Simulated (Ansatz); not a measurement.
The reference is CsPbCl3 in the cubic perovskite structure (space group Pm-3m, No. 221; a = 5.619 Å). Axes: x, y, z lie along the cube axes.

All numbers come from PBEsol, PAW, 420 eV (Ansatz, a program for electronic structure; scalar-relativistic without spin-orbit coupling).

Strains are applied to the cell and any free atomic positions relax.

One change was made to it. Results:

| quantity | base | after |
|---|---|---|
| band gap | 1.83 eV | 1.60 eV |
| hole mass | 0.17 mₑ (at R) | 0.14 mₑ along z, 0.17 mₑ across (at R) |
| pressure (mean of the normal stresses, compression positive) | 0.00 GPa | 0.88 GPa |
| shortest interatomic distance | 2.809 Å | 2.725 Å |

### Question
Which change produced these results?
(A) uniaxial strain ε_zz = −3.00 %
(B) uniaxial strain ε_zz = −2.40 %
(C) uniaxial strain ε_zz = −0.60 %

### Answer
A, uniaxial strain ε_zz = −3.00 %. For comparison, the band gap in the other runs: uniaxial strain ε_zz = −0.60 % gives 1.79 eV; uniaxial strain ε_zz = −2.40 % gives 1.65 eV.

With Pb present, leaving out spin-orbit coupling can change the band edges. Masses are band curvatures over ±0.01 Å⁻¹ around the edge. Whether these cells are dynamically stable was not tested. Many cubic perovskites are stable only at high temperature; tilts and polar distortions were not tested. This is not the structure that CsPbCl3 has at room temperature and ambient pressure.
